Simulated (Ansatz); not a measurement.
Results of PBE0 (Ansatz, a quantum-chemistry and plane-wave program, plane waves, PAW) for cubic perovskite KNiF3.

Settings: plane-wave cutoff 460 eV, 6×6×6 k mesh, Fermi–Dirac smearing 0.01 eV, spin-polarised with parallel moments, scalar-relativistic PAW data made under PBE.

Response to compression and expansion:

```tsv
V (Å³/atom)	P (GPa)	direct gap at Γ (eV)	smallest gap on the k mesh (eV)
12.467	4.89	7.389	5.975
12.795	2.33	7.357	6.017
13.123	0.11	7.328	6.052
13.313	-1.03	7.313	6.069
13.779	-3.48	7.278	6.104
```

The fundamental gap (6.05 eV at the equilibrium volume, on the SCF mesh) lies elsewhere than Γ–Γ.

Note: the magnetic order was assumed, not searched for or taken from measurement.
